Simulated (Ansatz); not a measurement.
Hypothetical P4/nmm BeS, carrier doping

Start from BeS (space group P4/nmm, No. 129; a = 3.452 Å, c = 5.621 Å; a hypothetical phase, not in the database extracts checked; layered, stacked along the Cartesian z axis).

Carriers are added at fixed cell with a uniform background; the Fermi–Dirac width is that of 300 K.

All numbers come from PBEsol (Ansatz, a quantum-chemistry and plane-wave program, PAW, no spin-orbit coupling).

Notes on the quantities. Fermi level from band edge: Fermi level relative to the doped band's edge (positive inside the band; to 0.05 eV).

```json
[
 {"variant": "undoped", "gap between the host's bands": "3.39 eV", "Fermi level from band edge": "–"},
 {"variant": "electrons 2.0×10^21 cm⁻³", "gap between the host's bands": "3.37 eV", "Fermi level from band edge": "+0.65 eV"},
 {"variant": "electrons 3.0×10^21 cm⁻³", "gap between the host's bands": "3.35 eV", "Fermi level from band edge": "+0.75 eV"},
 {"variant": "electrons 5.0×10^21 cm⁻³", "gap between the host's bands": "3.32 eV", "Fermi level from band edge": "+0.90 eV"},
 {"variant": "electrons 7.0×10^21 cm⁻³", "gap between the host's bands": "3.30 eV", "Fermi level from band edge": "+1.05 eV"},
 {"variant": "holes 2.0×10^21 cm⁻³", "gap between the host's bands": "3.44 eV", "Fermi level from band edge": "+0.15 eV"},
 {"variant": "holes 3.0×10^21 cm⁻³", "gap between the host's bands": "3.47 eV", "Fermi level from band edge": "+0.20 eV"},
 {"variant": "holes 5.0×10^21 cm⁻³", "gap between the host's bands": "3.52 eV", "Fermi level from band edge": "+0.25 eV"},
 {"variant": "holes 7.0×10^21 cm⁻³", "gap between the host's bands": "3.58 eV", "Fermi level from band edge": "+0.30 eV"}
]
```

Charged cell with a jellium background: band edges are those of the host's band count, energies are not comparable with the neutral cell, and many-body gap narrowing is missing. No phonon test of stability was made. The base started in Pnma and relaxed to P4/nmm at this level. No dispersion term is included in the PBEsol runs.
